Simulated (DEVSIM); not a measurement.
System: Au/SiO2/p-Si capacitor, at 300 K.

```
layer (left to right)  material  thickness (nm)  Na (cm⁻³)
---------------------  --------  --------------  ---------
1                          SiO2            3.90          -
2                            Si            1200     4.8e16
```

Metal gate on the left, work function 5.1 eV. Fixed charge at the semiconductor interface 1.4e12 cm⁻² (in units of +e); no interface traps.

The device is made up for the run: typed textbook-type constants, with dimensions and the other settings drawn at random. Values at 300 K.

```tsv
parameter	SiO2	Si
gap (eV)	9	1.124
affinity (eV)	0.9	4.05
permittivity	3.9	11.7
Nc (cm⁻³)	-	2.86e19
Nv (cm⁻³)	-	3.1e19
```

Simulated with DEVSIM: 1D Poisson equation in equilibrium, Boltzmann statistics, complete ionisation; no quantum confinement or tunnelling. Metal contacts follow the ideal Schottky-Mott rule: no Fermi-level pinning, no interface dipoles.

### Question
Tabulate band edges, carrier densities and field at 0.5 V on the gate.

### Answer
Energies count from the Fermi level of the right contact; mesh points crowd at the junctions.

| x (μm) | Ec (eV) | Ev (eV) | n (cm⁻³) | p (cm⁻³) | field (V/cm) |
|---|---|---|---|---|---|
| 0.000 | 3.700 | -5.300 | < 1e2 | < 1e2 | -380000 |
| 0.0008579 | 3.667 | -5.333 | < 1e2 | < 1e2 | -380000 |
| 0.002015 | 3.623 | -5.377 | < 1e2 | < 1e2 | -380000 |
| 0.003100 | 3.581 | -5.419 | < 1e2 | < 1e2 | -380000 |
| 0.004261 | 0.404 | -0.720 | 4.7e12 | 2.5e7 | 88000 |
| 0.005635 | 0.416 | -0.708 | 2.9e12 | 4.0e7 | 87000 |
| 0.008439 | 0.440 | -0.684 | 1.1e12 | 1.0e8 | 85000 |
| 0.01648 | 0.507 | -0.617 | 8.8e10 | 1.3e9 | 79000 |
| 0.02887 | 0.599 | -0.525 | 2.4e9 | 4.7e10 | 70000 |
| 0.05244 | 0.744 | -0.380 | 9100000 | 1.3e13 | 53000 |
| 0.1005 | 0.913 | -0.211 | 13000 | 8.8e15 | 18000 |
| 0.2384 | 0.957 | -0.167 | 2400 | 4.8e16 | 20 |
| 0.4510 | 0.957 | -0.167 | 2400 | 4.8e16 | ≈ 0 |
| 0.7765 | 0.957 | -0.167 | 2400 | 4.8e16 | ≈ 0 |
| 1.027 | 0.957 | -0.167 | 2400 | 4.8e16 | ≈ 0 |
| 1.115 | 0.957 | -0.167 | 2400 | 4.8e16 | ≈ 0 |
| 1.157 | 0.957 | -0.167 | 2400 | 4.8e16 | ≈ 0 |
| 1.181 | 0.957 | -0.167 | 2400 | 4.8e16 | ≈ 0 |
| 1.195 | 0.957 | -0.167 | 2400 | 4.8e16 | ≈ 0 |
| 1.200 | 0.957 | -0.167 | 2400 | 4.8e16 | ≈ 0 |
| 1.202 | 0.957 | -0.167 | 2400 | 4.8e16 | ≈ 0 |
| 1.204 | 0.957 | -0.167 | 2400 | 4.8e16 | ≈ 0 |
